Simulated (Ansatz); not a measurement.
The structure below was relaxed with r2SCAN (Ansatz, an electronic-structure program; PAW; 500 eV plane waves; scalar-relativistic without spin-orbit coupling), at pressure 0.9 GPa.

```xyz
1
Lattice="-1.5832 1.5832 1.5832 1.5832 -1.5832 1.5832 1.5832 1.5832 -1.5832" Properties=species:S:1:pos:R:3 pbc="T T T"
W      0.0000     0.0000     0.0000
```

Task: Find the space group and the Wyckoff positions.

Result: Space group Im-3m (No. 229); a = b = c = 3.1663 Å, α = β = γ = 90.00°

| atom | site | symmetry | x | y | z |
|---|---|---|---|---|---|
| W | 2a | m-3m | 0.0000 | 0.0000 | 0.0000 |

Task: Describe the coordination.

Result: The crystal has 2 atoms in its conventional cell. Conventional cell: a = b = c = 3.166 Å, α = β = γ = 90.00°. W is coordinated by 8 W at 2.742 Å and 6 W at 3.166 Å. (Neighbours: up to the widest gap in distance over summed covalent radii, below 1.35, at either atom.)

Load acts through the strain it causes; cell and atoms are relaxed under it. Stability against distortions was not tested. All final runs are without spin polarisation. The cell was made from W in the bcc (W type) structure (space group Im-3m, No. 229) by this change: pressure 0.9 GPa.
